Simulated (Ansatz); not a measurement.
The reference is Na in the bcc (W type) structure (space group Im-3m, No. 229; a = 4.197 Å).

Structures relaxed with PBE (Ansatz, a quantum-chemistry and plane-wave program, PAW, without spin-orbit coupling).

Base:

Simulated powder pattern, Cu Kα1, λ = 1.54056 Å (kinematic, ideal powder, no thermal factors, no anomalous dispersion; the 14 strongest lines at most, above 2 %, up to 2θ = 90°):

```
2θ (°)  I/Imax (%)    hkl
------  ----------  -----
30.09          100  (110)
43.07           18  (200)
53.44           36  (211)
62.55           10  (220)
70.96           13  (310)
78.97          3.0  (222)
86.75           14  (321)
```

It is then changed as follows: every Na is replaced by K, then cell and atoms are relaxed.

Problem. Where do the lines fall after the change?

Solution. 
Simulated powder pattern, Cu Kα1, λ = 1.54056 Å (kinematic, ideal powder, no thermal factors, no anomalous dispersion; the 14 strongest lines at most, above 2 %, up to 2θ = 90°):

```
2θ (°)  d (Å)  I/Imax (%)    hkl
------  -----  ----------  -----
23.80   3.736         100  (110)
33.91   2.642          19  (200)
41.85   2.157          39  (211)
48.71   1.868          12  (220)
54.91   1.671          16  (310)
60.67   1.525         3.7  (222)
66.12   1.412          17  (321)
76.42   1.245         7.9  (411)
81.39   1.181         4.4  (420)
86.29   1.126         3.9  (332)
```

The indices refer to each structure's own conventional cell; one index is shown for lines that coincide.

No phonon test of stability was made.
